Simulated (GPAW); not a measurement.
**Worked example: self-consistent single point of TlCl (Pm-3m, 2 atoms in the cell) in GPAW**

Method: PBE, GPAW PAW datasets PBE (gpaw-data 1.0.1) (plane waves; GPAW).

The input file:

```python
from ase import Atoms
from ase.units import GPa
from gpaw import GPAW

atoms = Atoms(['Tl', 'Cl'],
              cell=[[3.847831, 0.000000, 0.000000],
                    [0.000000, 3.847831, 0.000000],
                    [0.000000, 0.000000, 3.847831]],
              positions=[[0.000000, 0.000000, 0.000000],
                         [1.923915, 1.923915, 1.923915]],
              pbc=True)

calc = GPAW(mode={'name': 'pw', 'ecut': 600},
            xc='PBE',
            kpts={'size': (6, 6, 6), 'gamma': True},
            occupations={'name': 'fermi-dirac', 'width': 0.0},
            nbands=-8,
            convergence={'forces': 0.001, 'bands': -6},
            symmetry={'symmorphic': False, 'tolerance': 0.0005},
            maxiter=120)

atoms.calc = calc

energy = atoms.get_potential_energy()
print('Energy (eV):', round(energy, 6))
forces = atoms.get_forces()
print('Forces (eV/Ang):')
print(forces.round(5))
stress = atoms.get_stress()
print('Stress (GPa, Voigt):', (stress / GPa).round(4))
```

Log, with long lists cut:

```
Input parameters:
  convergence: {bands: -6,
                forces: 0.001}
  kpts: {gamma: True,
         size: (6, 6, 6)}
  maxiter: 120
  mode: {ecut: 600,
         name: pw}
  nbands: -8
  occupations: {name: fermi-dirac,
                width: 0.0}
  symmetry: {symmorphic: False,
             tolerance: 0.0005}
  xc: PBE

species:
  Tl:
    name: Thallium
    Z: 81.0
    valence: 13
    core: 68
    charge: 0.0
    file: Tl.PBE.gz

    # Using partial waves for Tl as LCAO basis

  Cl:
    name: Chlorine
    Z: 17.0
    valence: 7
    core: 10
    charge: 0.0
    file: Cl.PBE.gz

    # Using partial waves for Cl as LCAO basis

Reference energy: -562599.929667  # eV

Spin-paired calculation

Convergence criteria:
 Maximum [total energy] change in last 3 cyles: 0.0005 eV / valence electron
 Maximum integral of absolute [dens]ity change: 0.0001 electrons / valence electron
 Maximum integral of absolute [eigenst]ate change: 4e-08 eV^2 / valence electron
 Maximum change in the atomic [forces] across last 2 cycles: 0.001 eV/Ang OR
Maximum error relative to the maximum force is below inf
 Maximum number of scf [iter]ations: 120

Symmetries present (total): 48
Symmetries with fractional translations: 0
216 k-points: 6 x 6 x 6 Monkhorst-Pack grid + [1/12,1/12,1/12]
20 k-points in the irreducible part of the Brillouin zone
       k-points in crystal coordinates                weights
   0:     0.00000000    0.00000000    0.00000000          1/216
   1:     0.16666667    0.00000000    0.00000000          6/216
   2:     0.16666667    0.16666667    0.00000000         12/216
   [... 7 lines left out ...]
          ...
  19:     0.50000000    0.50000000    0.50000000          1/216

Wave functions: Plane wave expansion
  Cutoff energy: 600.000 eV
  Number of coefficients (min, max): 1880, 1935
  Pulay-stress correction: 0.000000 eV/Ang^3 (de/decut=0.000000)

Occupation numbers: # Zero width

Eigensolver

Densities:
  Coarse grid: 24*24*24 grid
  Fine grid: 48*48*48 grid
  Total Charge: 0.000000

Density mixing:
  Method: separate
  Backend: pulay
  Linear mixing parameter: 0.05
  old densities: 5
  Damping of long wavelength oscillations: 50

Hamiltonian:
  XC and Coulomb potentials evaluated on a 48*48*48 grid
  External potential:
    NoExternalPotential

XC parameters: PBE with 2 nearest neighbor stencil

Number of atoms: 2
Number of atomic orbitals: 13
Number of bands in calculation: 18
Number of valence electrons: 20
Bands to converge: 12

Density initialized from atomic densities
  13 bands from LCAO basis set
  5 bands from random numbers

Atomic positions and initial magnetic moments

Positions:
   0 Tl     0.000000    0.000000    0.000000    ( 0.0000,  0.0000,  0.0000)
   1 Cl     1.923915    1.923915    1.923915    ( 0.0000,  0.0000,  0.0000)

Unit cell:
           periodic     x           y           z      points  spacing
  1. axis:    yes    3.847831    0.000000    0.000000    24     0.1603
  2. axis:    yes    0.000000    3.847831    0.000000    24     0.1603
  3. axis:    yes    0.000000    0.000000    3.847831    24     0.1603

  Lengths:   3.847831   3.847831   3.847831
  Angles:   90.000000  90.000000  90.000000

Effective grid spacing dv^(1/3) = 0.1603

     iter     time        total  log10-change:
                         energy   eigst   dens  force
iter:   1 --:--:--    -6.602901   -0.04
iter:   2 --:--:--    -6.524030   -1.19  -1.31
iter:   3 --:--:--    -6.253837   -1.88  -1.35
iter:   4 --:--:--    -6.247636   -2.94  -1.65
iter:   5 --:--:--    -6.238762   -3.24  -1.73
iter:   6 --:--:--    -6.238254c  -4.41  -2.65
iter:   7 --:--:--    -6.239707c  -4.32  -2.72
iter:   8 --:--:--    -6.238348c  -3.99  -2.60
iter:   9 --:--:--    -6.238349c  -5.21  -3.40
iter:  10 --:--:--    -6.238351c  -6.38  -3.74
iter:  11 --:--:--    -6.238333c  -6.24  -3.70
iter:  12 --:--:--    -6.238324c  -5.93  -3.83
iter:  13 --:--:--    -6.238324c  -7.43c -4.27c
iter:  14 --:--:--    -6.238324c  -7.35  -4.17c
iter:  15 --:--:--    -6.238323c  -7.55c -4.21c -19.72c

Converged after 15 iterations.

Dipole moment: (-0.000004, -0.000004, -0.000004) |e|*Ang

Energy contributions relative to reference atoms: (reference = -562599.929667)

Kinetic:        +12.222605
Potential:      -12.735676
External:        +0.000000
XC:              -5.793091
Entropy (-ST):   +0.000000
Local:           +0.067838
SIC:             +0.000000
--------------------------
Free energy:     -6.238323
Extrapolated:    -6.238323

Showing only first 2 kpts
 Kpt  Band  Eigenvalues  Occupancy
  0     8      1.66764    2.00000
  0     9      1.66764    2.00000
  0    10     10.88244    0.00000
  0    11     10.88244    0.00000

  1     8      1.76761    2.00000
  1     9      1.89096    2.00000
  1    10      8.75535    0.00000
  1    11     10.57546    0.00000

Fermi level: 4.20169

Gap: 2.052 eV
Transition (v -> c):
  (s=0, k=10, n=9, [0.50, 0.00, 0.00]) -> (s=0, k=10, n=10, [0.50, 0.00, 0.00])
No difference between direct/indirect transitions
Energy (eV): -6.238323

Forces in eV/Ang:
  0 Tl   -0.00000   -0.00000   -0.00000
  1 Cl   -0.00000   -0.00000   -0.00000

Stress tensor:
    -0.005271     0.000000     0.000000
     0.000000    -0.005271     0.000000
     0.000000     0.000000    -0.005271
Stress (GPa, Voigt): [-0.8444 -0.8444 -0.8444  0.      0.      0.    ]
```

The run converged in 15 iterations. GPAW prints stress with tension positive.

The starting cell comes from a database of computed structures (which also holds hypothetical and non-ambient phases and stackings), without a prior relaxation at this level. Its lattice was rescaled by a random factor within 2.5 % of one. Spin-orbit coupling is off.
